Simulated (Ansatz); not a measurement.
Here is the system:

```yaml
crystal:
  lattice:
    - [0.00000, 1.91493, 1.91493]
    - [1.91493, 0.00000, 1.91493]
    - [1.91493, 1.91493, 0.00000]
  atoms:
    - { symbol: Ir, position: [0.00000, 0.00000, 0.00000] }
```

Calculation: PBEsol, DFPT electron-phonon coupling, linearised Boltzmann equation (plane waves, PAW, scalar-relativistic; Ansatz, a quantum-chemistry and plane-wave program). How the cell was made: relaxed with this functional, without spin-orbit coupling.

Problem. What phonon-limited resistivity does this give at 300 K?

Solution. 4.4 μΩ·cm.

Problem. And the electrons' mean free path at that temperature?

Solution. 9.1 nm, weighted by the current that each state carries. Wires not much wider than this gain resistivity from their walls.

A metal at this level (no band gap). Only scattering by harmonic phonons is included (no impurities, grain boundaries, electron-electron scattering or thermal expansion). Spin-orbit coupling is left out, which matters with elements this heavy. Halving the electron mesh (28x28x28) moves the resistivity by up to 8 % at 300 K, the mean free path by up to 3 %. Smearing 0.20 eV; phonons on a 6x6x6 q mesh, which this run doesn't test.
